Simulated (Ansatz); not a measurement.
Data:

```yaml
crystal:
  lattice:
    - [5.80023, -1.74523, 0.00000]
    - [5.80023, 1.74523, 0.00000]
    - [-1.08746, 0.00000, 6.01285]
  atoms:
    - { symbol: O, position: [0.87799, 0.87799, 0.64768] }
    - { symbol: O, position: [0.38964, 0.38964, 0.10942] }
    - { symbol: O, position: [0.61036, 0.61036, 0.89058] }
    - { symbol: O, position: [0.12201, 0.12201, 0.35232] }
    - { symbol: Sr, position: [0.74938, 0.74938, 0.24186] }
    - { symbol: Sr, position: [0.25062, 0.25062, 0.75814] }
    - { symbol: Sr, position: [0.50000, 0.50000, 0.50000] }
    - { symbol: Mg, position: [0.00000, 0.00000, 0.00000] }
```

No spin polarisation.

Calculations: Ansatz (a first-principles code) r2SCAN, no spin-orbit coupling. Settings: 10×10×6 k-points, 0.05 eV Fermi–Dirac smearing.

Q: What is the computed band gap?

A: 4.04 eV.

Q: Estimate the gap character (in this cell's own zone, which can be folded).

A: Indirect, Γ → Y₂.

Q: Estimate the valence-band top at Γ (three highest levels, from the VBM).

A: 0.00, -0.01, -0.07 eV.

Each cell is one ordered arrangement of few atoms, which overstates ordering effects compared with a random alloy. Stability against distortions was not tested. The cell was made from MgO by this change: x(Sr) = 0.75, 8 atoms, C2/m.
